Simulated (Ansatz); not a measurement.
We consider NbCuN2 (model structure, started from the TaCuN2 type, R-3m, No. 166, 4 atoms in the cell), described by r²SCAN+SOC (plane waves, PAW; Ansatz, a program for electronic structure).

Run with plane-wave cutoff 560 eV, 12×12×12 k mesh, Fermi–Dirac smearing 0.01 eV, PAW data made under PBE.

Cell (relaxed with PBEsol):

```
CELL_PARAMETERS angstrom
      1.56064     0.90104     5.76738
     -1.56064     0.90104     5.76738
      0.00000    -1.80207     5.76738
ATOMIC_POSITIONS crystal
  Nb 0.50000 0.50000 0.50000
  Cu 0.00000 0.00000 0.00000
  N  0.10531 0.10531 0.10531
  N  0.89469 0.89469 0.89469
```

**Question.** Estimate the band gap, smallest direct gap on the k points sampled and direct gap at Γ that the calculation returns.

**Answer.** 
* **band gap**: 0.37 eV (indirect)
* **smallest direct gap on the k points sampled**: 0.72 eV
* **direct gap at Γ**: 2.01 eV

Note: the relaxation could raise the start's symmetry but not lower it, so the cell can be a saddle point; cell and atoms aren't relaxed at this level (largest force component 0.09 eV/Å, pressure 3.6 GPa).

A model structure was made by putting elements into a prototype or built by hand; it is no filed structure, need not be a known phase, and can be a saddle point held by its symmetry.
